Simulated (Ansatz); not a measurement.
Start from GaN in the zinc blende structure (space group F-43m, No. 216; a = 4.4981 Å). Axes: x, y, z lie along the cube axes.

Method: DFT with PBEsol, PAW potentials and a 420 eV plane-wave cutoff in Ansatz (an electronic-structure program), without spin-orbit coupling.

A first run, uniaxial strain ε_zz = +0.65 %, gives secant values C11 ≈ 270 GPa and C12 ≈ 140 GPa from its stress. A second run applies isotropic strain −0.79 %.

### Question
What does linear elasticity predict for the bulk modulus −ΔP/(ΔV/V₀) in the second run, and what does the run give?

### Answer
Linear elasticity: (C11 + 2 C12)/3 = 180 GPa. The run gives 200 GPa; any difference comes from nonlinear terms at these strains and numerical noise.

Stability against distortions was not tested. This is not the structure that GaN has at room temperature and ambient pressure.
